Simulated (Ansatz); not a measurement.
### Question
Name crystals whose band gap lies between 0.41 and 0.63 eV and whose electron conductivity mass lies between 0.36 and 0.56 mₑ, by Ansatz (a quantum-chemistry and plane-wave program) with PBEsol, rigid bands.

### Answer
Many crystals can fit; among those computed here:
- NaNbSe$_{2}$ (P6_3/mmc): 0.48 eV, 0.54 mₑ

Masses are for dilute carriers at 300 K, harmonic means over directions unless an axis is named. Spin-orbit coupling is left out.

Formula and space group known from diffraction (Crystallography Open Database), not checked to be the room-temperature form: NaNbSe2 (P6_3/mmc).
